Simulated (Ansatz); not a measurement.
Structure of amorphous Zr$_{20}$O$_{41}$Sr (periodic cell):

```xyz
62
Lattice="9.8059 0.5649 0.1365 0.5649 8.9476 0.5711 0.1365 0.5711 9.2500" Properties=species:S:1:pos:R:3 pbc="T T T"
Zr     3.1441     6.8358     8.7034
Zr     1.7952     3.6212     9.3295
Zr     6.5555     6.9948     7.9065
Zr     9.0276     4.6570     7.2691
Zr     3.9648     7.0361     5.4647
Zr     9.2826     6.4399     0.9022
Zr     5.5748     6.6680     2.2392
Zr     1.3288     6.5744     3.1305
Zr     7.3612     1.4738     8.2776
Zr     4.0764     0.8366     8.8733
Zr     7.9000     6.5462     4.5204
Zr    10.0615     8.0206     6.8544
Zr     6.9965     3.2497     4.5263
Zr     5.3075     0.8660     5.4214
Zr     0.3835     3.2564     3.1418
Zr     2.4502     0.8311     2.7511
Zr     8.3528     0.6889     2.6839
Zr     3.7996     4.1511     3.4564
Zr     4.8618     3.9522     7.2866
Zr     1.8645     1.4575     6.2929
O      4.0007     9.1999     5.4248
O      2.3731     7.9870     4.0635
O      5.0311     2.5647     3.9761
O      6.0465     7.6340     5.7084
O      8.9611     8.5573     8.6274
O      1.8152     5.9969     1.0932
O      8.8048     4.2978     5.2738
O      1.1160     3.0738     7.3444
O      1.7492     2.1478     4.4137
O      8.2910     6.6911     6.6337
O      7.1603     7.6810     3.0874
O      9.8013     8.1387     2.0472
O      9.2629     5.8211     3.0297
O      5.4666     2.4454     8.8669
O      4.6980     6.3699     7.3815
O      4.2163     4.6831     5.5286
O      4.9502     7.5986     9.5708
O      0.4386     1.0805     2.4541
O      4.5996     8.7140     2.2595
O      1.7715     4.7776     3.8993
O      4.8778     4.6825     1.8404
O      7.0976     1.0044     4.3729
O      9.6341     7.8933     4.7441
O      2.4213     3.0100     2.1583
O      7.2718     6.0422     0.6396
O      3.1201     8.8689     8.2698
O      4.0442     6.2932     3.5570
O      0.1296     0.4144     6.1319
O      2.3152     1.1993     0.4021
O      8.1917     2.9098     2.9793
O      8.4930     3.0791     8.3257
O      3.3388     4.6420     8.5871
O      2.2481     6.8929     6.7289
O      6.4635     2.5691     6.3873
O      9.8232     4.2482     1.2060
O      7.3371     1.0088     1.0233
O      6.3412     9.1296     7.9687
O      6.7620     4.9135     7.7451
O     10.1432     6.1802     8.2970
O      3.8518     2.0938     6.8374
O      6.5449     5.1593     3.8882
Sr     6.8132     3.4972     0.9866
```

Calculation: PBE, scalar-relativistic without spin-orbit coupling (plane waves to 420 eV, PAW; Ansatz, an electronic-structure program).

It comes from a melt-quench run on a machine-learned potential (CHGNet), relaxed afterwards by DFT. O atoms were pushed apart under 1.9 Å during the dynamics, to hinder bonds among them. The hot cell started wider than the set density and was brought back towards it in steps. It is the lowest in DFT energy of 2 quenches. It is a model cell: composition and starting density were chosen by hand, and all elements were melted together. No dispersion term was used. Its density started from a set value of 5.29 and ended at 5.30 g/cm³. The simulated quench (nominally 380 K/ps over its main leg) is rapid and tends to freeze in more defects than a deposited or slowly cooled glass has. A cell of this size samples the disorder only roughly. The volume was held where the preparation left it and the shape relaxed, at a PBE pressure of -1.2 GPa (tension). Stress components on the final sampling reach 1.2 GPa.

Bonds are counted up to Zr-Zr 3.41 Å, Zr-O 2.80 Å, Zr-Sr 3.80 Å, O-O 1.58 Å, O-Sr 3.13 Å, Sr-Sr 4.18 Å. Two cations that share two anions don't count as bonded, nor two that share one unless they lie closer than Zr-Zr 3.32 Å, Zr-Sr 3.69 Å, Sr-Sr 4.07 Å.

Problem. Give the coordination numbers, mean bond lengths and angles.

Solution. 
The mean coordination of Zr by anions is 6.65 (8 with 6, 11 with 7, 1 with 8); 1 close contacts or bonds to cations besides, the mean coordination of O is 3.44 (1 with 2, 21 with 3, 19 with 4) and the mean coordination of Sr by anions is 8.00 (1 with 8); 1 close contacts or bonds to cations besides. The mean Zr-O bond is 2.188 Å (spread 0.149 Å, 133 counted) and the mean O-Sr bond is 2.632 Å (spread 0.194 Å, 8 counted). The bond angle at Zr is mean 101.7°, spread 29.7° and the bond angle at O is mean 111.7°, spread 15.7°. The bond angle at Sr comes out as mean 97.9°, spread 32.7°.

Problem. List the pairs of like atoms that count as bonded by the rules above.

Solution. There are none by these rules.
